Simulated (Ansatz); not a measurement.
The starting structures come from a database of crystals and need not be the phases stable at ambient conditions.

By PBEsol, the system below comes out a metal.

A figure of merit of an interconnect metal is its ballistic conductance per area.

Given:

```
CELL_PARAMETERS angstrom
      3.06957     0.00000     0.00000
      0.00000     3.06957     0.00000
      0.00000     0.00000     3.16166
ATOMIC_POSITIONS crystal
  Ti 0.00000 0.00000 0.00000
  Ru 0.50000 0.50000 0.50000
```

Space group of this cell: P4/mmm. The cell is strained (lengths along the current scaled by 1.03, ions clamped); by PBEsol its mean pressure is -10.9 GPa.

The current flows along the normal of the first two printed cell vectors, the (001) (indices of the unstrained crystal) plane of the conventional cell. No spin-orbit coupling; the value is a mean over 0.1 eV about the Fermi level.

### Question
Compute, with Ansatz (an electronic-structure program) with PBEsol, the ballistic conductance per area.

### Answer
0.45 × 10¹⁵ S/m² for both spins.
